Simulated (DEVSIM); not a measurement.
Device: n-channel Si planar bulk MOSFET with Al2O3, at 400 K.

```yaml
gate_length: 180 nm
source_drain_length: 144 nm
dielectric_thickness: 10.3 nm
lateral_straggle: 8.1 nm
underlap: 0 nm
junction_depth: 71.6 nm
substrate_depth: 446 nm
gate_work_function: 4.1 eV
source_and_drain_doping: 6.6e19 cm⁻³, Gaussian tails under the gate
body_doping: 2.6e17 cm⁻³
lifetime: 3e-7 s
supply: 1.5 V
```

All mobilities are scaled by 0.5; velocity saturation, μ/(1 + (μE/vsat)^b)^(1/b) with b = 2 for electrons and 1 for holes and E the electric field along each mesh edge, is on. Mobility is constant in doping.

This is a model device: material constants are rounded textbook-type values typed into the input, and sizes, dopings and lifetimes were drawn at random. Values at 300 K; Nc and Nv go as T^1.5, mobilities as T to minus their exponent, the gap by Varshni's rule with the affinity fixed.

Si: gap (eV) 1.124, affinity (eV) 4.05, permittivity 11.7, Nc (cm⁻³) 2.86e19, Nv (cm⁻³) 3.1e19, μn (cm²/Vs) 1417, μp (cm²/Vs) 470, T exponent of μn 2.3, T exponent of μp 2.2, vsat,n (cm/s) 1e7, vsat,p (cm/s) 8.4e6, Varshni α (eV/K) 0.000473, Varshni β (K) 636. Al2O3: gap (eV) 6.8, affinity (eV) 1.35, permittivity 9.

Simulated with DEVSIM: 2D drift-diffusion, Boltzmann statistics, complete ionisation; no quantum confinement, tunnelling, impact ionisation, self-heating, contact resistance or fringe fields beside the gate. Metal contacts follow the ideal Schottky-Mott rule: no Fermi-level pinning, no interface dipoles.

Transfer curves, |Id| in μA/μm:

```
Vg (V)  Vd = 0.05 V  Vd = 1.5 V
------  -----------  ----------
-0.45      3.483e-6    1.987e-5
-0.375     1.576e-5    9.454e-5
-0.3       7.495e-5   0.0004664
-0.225    0.0003680    0.002347
-0.15      0.001840     0.01192
-0.075     0.009289     0.06046
0           0.04667      0.2993
0.075        0.2260       1.366
0.15         0.9653       5.119
0.225         3.113       14.21
0.3           7.027       29.76
0.375         12.10       51.13
0.45          17.72       77.14
0.525         23.58       106.8
0.6           29.56       139.3
0.675         35.59       174.1
0.75          41.64       210.8
0.825         47.70       249.0
0.9           53.75       288.6
0.975         59.78       329.3
1.05          65.79       371.0
1.125         71.78       413.5
1.2           77.74       456.8
1.275         83.67       500.8
1.35          89.57       545.3
1.425         95.44       590.4
1.5           101.3       636.0
```

**Question.** Work out the subthreshold swing at low drain bias from the rows at -0.15 and -0.075 V, and compare it with the thermal limit.

**Answer.** log10(0.009289/0.001840) = 0.703 over 75.0 mV, so S = 107 mV/decade. The limit kT/q ln 10 is 79.4 mV/decade; the ratio is 1.34. This is the steepest step of the table.

**Question.** Find both thresholds at the constant current 0.1 μA × (1 μm/L) a micrometre, and the DIBL.

**Answer.** The current is 0.556 μA/μm. Interpolating ln Id gives 0.121 V and 0.031 V; their difference over the 1.45 V of drain bias is 63 mV/V.

Source and drain are degenerate, where Boltzmann statistics are only rough. The electric field that drives the saturation includes the junctions' built-in field, which lowers the mobility there even at small currents: subthreshold currents come out too low, a known weakness of this choice.
